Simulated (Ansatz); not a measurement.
We consider KPbN (model structure, started from the NaSnP type, P6₃mc, No. 186, 6 atoms in the cell), described by G0W0@PBEsol (hard PAW, contour deformation; Ansatz, an electronic-structure program).

The cell is the one relaxed with PBEsol. Conventional cell: a = 3.5575 Å, b = 3.5575 Å, c = 12.0638 Å, α = 90.00°, β = 90.00°, γ = 120.00°.

One run with a 6×6×2 mesh, response cutoff 70 eV and 323 empty bands, not extrapolated in mesh or basis; no spin–orbit coupling.

Highest filled and lowest empty level by k point (fractions of the reciprocal vectors of the cell (3.558 0.000 -0.000) (-1.779 3.081 0.000) (-0.000 -0.000 12.064) Å; eV from the valence maximum of each method):

```csv
k,PBEsol filled,PBEsol empty,QP filled,QP empty
0 0 0,-0.09,0.64,-0.01,0.85
0 0.167 0,0.00,1.86,0.00,2.31
0 0.167 -0.5,-0.34,2.21,?,?
0 0.333 0,-0.19,2.07,-0.27,2.50
0 -0.5 -0.5,-0.72,1.86,-0.87,2.32
0.167 0.167 0,-0.14,2.94,?,?
0.167 0.167 -0.5,-0.24,2.95,-0.30,3.52
0.333 0.333 0,-0.58,2.60,-0.76,3.02
```

### Question
Estimate the withheld levels to about 0.1 eV.

### Answer

- 0 0.167 -0.5, QP filled: -0.40
- 0 0.167 -0.5, QP empty: 2.73
- 0.167 0.167 0, QP filled: -0.16
- 0.167 0.167 0, QP empty: 3.49

Note: filled d or f shells below the valence bands can shift G0W0 gaps through exchange with them, which wasn't tested here; the relaxation could raise the start's symmetry but not lower it, so the cell can be a saddle point.

A model structure was made by putting elements into a prototype or built by hand; it is no filed structure, need not be a known phase, and can be a saddle point held by its symmetry.
